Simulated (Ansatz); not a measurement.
The parent structure is Ti in the hcp (Mg type) structure (space group P6_3/mmc, No. 194; relaxed with 0.1 eV smearing).

```
CELL_PARAMETERS angstrom
      2.93978     0.00000     0.00000
     -1.46989     2.54592     0.00000
      0.00000     0.00000     4.65400
ATOMIC_POSITIONS crystal
  Ti 0.66667 0.33333 0.75000
  Ti 0.33333 0.66667 0.25000
```

All numbers come from Ansatz (a quantum-chemistry and plane-wave program), PBE, PAW, cutoff 420 eV, scalar-relativistic without spin-orbit coupling.

Strains are applied to the cell and any free atomic positions relax.

One change was made to it. Results:

The energy rises by 5.3 meV/atom; the pressure (mean of the normal stresses, compression positive) goes from zero to -3.1 GPa.

Q: Name the change that was made.
A. isotropic strain +1.00 %
B. isotropic strain +1.50 %
C. isotropic strain −1.50 %
D. isotropic strain −2.50 %

A: A, isotropic strain +1.00 %. For comparison, the energy relative to the base in the other runs: isotropic strain −1.50 % gives +13 meV/atom; isotropic strain −2.50 % gives +36 meV/atom; isotropic strain +1.50 % gives +12 meV/atom.

No phonon test of stability was made. All final runs are without spin polarisation.
